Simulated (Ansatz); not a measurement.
**Ta2N: response to strain**

Base system: Ta$_{2}$N in the anti-CdI2 type structure (space group P-3m1, No. 164; a = 3.065 Å, c = 4.891 Å; relaxed with 0.1 eV smearing). Axes: x lies along a and z along c of the hexagonal cell.

Strains are applied to the cell and any free atomic positions relax; under biaxial strain the out-of-plane vector relaxes too.

All numbers come from DFT with r2SCAN+rVV10, PAW potentials and a 500 eV plane-wave cutoff in Ansatz (a quantum-chemistry and plane-wave program), no spin-orbit coupling, earlier PAW set.

Notes on the quantities. pressure: mean of the normal stresses, compression positive.

```csv
case,shortest interatomic distance,pressure,space group
base,2.172 Å,0.0 GPa,P-3m1 (No. 164)
"biaxial strain −3.90 %, plane normal [001], relaxed out of plane",2.164 Å,11.2 GPa,P-3m1 (No. 164)
"biaxial strain −0.63 %, plane normal [001], relaxed out of plane",2.170 Å,1.6 GPa,P-3m1 (No. 164)
isotropic strain +2.34 %,2.214 Å,-17.7 GPa,P-3m1 (No. 164)
uniaxial strain ε_xx = −1.35 %,2.161 Å,4.1 GPa,C2/m (No. 12)
uniaxial strain ε_xx = +1.72 %,2.170 Å,-4.7 GPa,C2/m (No. 12)
```

Stability against distortions was not tested. All final runs are without spin polarisation. An odd electron count without spin: Ta2N.
